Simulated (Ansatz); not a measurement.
Take InP in the zinc blende structure (space group F-43m, No. 216; a = 5.907 Å) as the base. Axes: x, y, z lie along the cube axes.

Computed with r2SCAN (Ansatz, a program for electronic structure), no spin-orbit coupling.

Modification: uniaxial strain ε_zz = −1.50 %, all other strain components held at zero; the atoms relax in the strained cell.

Q: Predict the stress tensor and what it implies for the stiffness.

A: Stress of the strained cell less that of the base (GPa, compression positive):
```
   0.85    0.00    0.00
   0.00    0.85    0.00
   0.00    0.00    1.49
```

Then −Δσ_ii/ε with ε = -0.0150 gives secant stiffness values (nonlinear terms included at this strain): C33 ≈ 99 GPa, C13 ≈ 57 GPa and C23 ≈ 57 GPa.

Stability against distortions was not tested.
